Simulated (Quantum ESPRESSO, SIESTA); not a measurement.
A Quantum ESPRESSO input for a self-consistent single point of GaAg (Pm-3m, 2 atoms in the cell) (DFT, PBEsol, plane waves, PseudoDojo standard norm-conserving (PBESOL) pseudopotentials):

```fortran
&CONTROL
    calculation = 'scf'
    prefix = 'scf'
    outdir = './tmp'
    pseudo_dir = './'
    verbosity = 'high'
    tprnfor = .true.
    tstress = .true.
/
&SYSTEM
    ibrav = 0
    nat = 2
    ntyp = 2
    ecutwfc = 85
    occupations = 'smearing'
    smearing = 'gauss'
    degauss = 0.019992
/
&ELECTRONS
    conv_thr = 1.0d-10
    mixing_beta = 0.5
/
ATOMIC_SPECIES
Ga    69.7230  Ga.upf
Ag   107.8682  Ag.upf
ATOMIC_POSITIONS {alat}
Ga    0.50000000    0.50000000    0.50000000
Ag    0.00000000    0.00000000    0.00000000
K_POINTS {automatic}
13 13 13  0 0 0
CELL_PARAMETERS {angstrom}
   3.25088500     0.00000000     0.00000000
   0.00000000     3.25088500     0.00000000
   0.00000000     0.00000000     3.25088500
```

Task: Give the SIESTA input for the same structure, mesh, smearing and functional.

Result: One input that does it (others would too):

```
# files in the folder: Ga.psml Ag.psml (PseudoDojo PBEsol standard)
SystemName  GaAg
SystemLabel gaag

NumberOfAtoms                2
NumberOfSpecies              2
%block ChemicalSpeciesLabel
  1 31 Ga
  2 47 Ag
%endblock ChemicalSpeciesLabel
LatticeConstant              3.250885 Ang
%block LatticeVectors
     1.000000000    0.000000000    0.000000000
     0.000000000    1.000000000    0.000000000
     0.000000000    0.000000000    1.000000000
%endblock LatticeVectors
AtomicCoordinatesFormat      Bohr
%block AtomicCoordinatesAndAtomicSpecies
     3.071641156    3.071641156    3.071641156  1
     0.000000000    0.000000000    0.000000000  2
%endblock AtomicCoordinatesAndAtomicSpecies

XC.functional                GGA
XC.authors                   PBEsol
PAO.BasisSize                DZP
PAO.EnergyShift              0.01 Ry
MeshCutoff                   350 Ry
%block kgrid.MonkhorstPack
   13   0   0  0.0
    0  13   0  0.0
    0   0  13  0.0
%endblock kgrid.MonkhorstPack
OccupationFunction           MP
OccupationMPOrder            0
ElectronicTemperature        0.272 eV

MaxSCFIterations             150
SCF.Mixer.Method             Pulay
SCF.Mixer.Weight             0.1
SCF.Mixer.History            8
SCF.DM.Tolerance             1.0E-04
Diag.ParallelOverK           true
WriteForces                  true
```

Basis, cutoffs, solver keys and any potentials are the target program's own. This input uses DFT, GGA PBEsol, numerical atomic orbitals DZP, PseudoDojo PBEsol standard norm-conserving potentials (rewritten from UPF to PSML). Both were run: pressure -1.35 GPa in Quantum ESPRESSO and -1.07 in SIESTA.

On SIESTA: the starting cell comes from a database of computed structures (which also holds hypothetical and non-ambient phases and stackings), without a prior relaxation at this level. For this run, on top of that: lattice scaled by 0.98. Values carry the incompleteness of an atom-centred basis.

On Quantum ESPRESSO: the starting cell comes from a database of computed structures (which also holds hypothetical and non-ambient phases and stackings), without a prior relaxation at this level. For this run, on top of that: lattice scaled by 0.98.
